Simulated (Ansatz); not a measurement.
An Ansatz (an electronic-structure program) input (Ansatz, r2SCAN, PAW, cutoff 500 eV, without spin-orbit coupling):

Ansatz 0.2 input:
```yaml
crystal:
  lattice:
    - [4.0314571259, 0, 0]
    - [0, 4.0314571259, 0]
    - [2.0157285629, -2.0157285629, 2.9829182803]
  atoms:
    - { symbol: Cd, position: [0, 0, 0] }
    - { symbol: S, position: [0.75, 0.75, 0.5] }
basis: { ecutwfc: 500, ecutrho_ratio: 4, xc_grid: 4, fft_grid_basis: typed }
kpoints: { mp_grid: { grid: [10, 10, 10] } }
hamiltonian:
  xc: r2scan
  dispersion: none
  pseudopotentials: { kind: paw }
scf: { occupations: { method: fermi_dirac, width: 0.05 } }
relax: { f_tol: 0.005, max_steps: 50, cell: { stress_tol: 0.01, fix: [a, b, gamma] } }
output: { forces: true, stress: true }
checkpoint: { write: state.ck, write_every: 1000 }
```

Task: Which symmetry and how many k-points will the program report, and about how many plane waves at Γ?

Result: Space group I-4m2 (ITA 119) with 8 operations, k-points 102 of 1000, and 1267 plane waves at Γ.

Task: And the final pressure?

Result: 1.02 GPa (compression positive).

The cells carry an imposed strain or load. No phonon test of stability was made. The cell was made from CdS in the zinc blende structure (space group F-43m, No. 216) by this change: biaxial strain −3.00 %, plane normal [001], relaxed out of plane.
